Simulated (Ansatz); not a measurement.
The starting structures come from a database of crystals and need not be the phases stable at ambient conditions.

The decay constant κ of evanescent states in the gap governs leakage through a thin film.

Here is the system:

```xyz
6
Lattice="5.5592 0.0000 0.0000 0.0000 5.5592 0.0000 2.7796 -2.7796 4.3370" Properties=species:S:1:pos:R:3 pbc="T T T"
Si     2.7796     0.0000     2.1685
Si     0.0000     0.0000     0.0000
S      7.1324    -1.3898     3.2527
S      1.3898     1.2064     1.0842
S      3.9860     1.3898     3.2527
S      4.1694     4.3528     1.0842
```

Space group of this cell: I-42d. The cell is taken as given.

Transport runs along the normal of the first two printed cell vectors, the (001) plane of the conventional cell.

The gap is the functional's own, uncorrected, and κ follows it; spin-orbit coupling is left out. Mid-gap values are interpolated between the computed energies.

Q: Give the band gap and the smallest decay constant κ at mid-gap that r2SCAN in Ansatz (an electronic-structure program) yields.

A: Gap 3.57 eV on a 8×8×8 mesh; κ = 0.334 1/Å, at the zone centre.
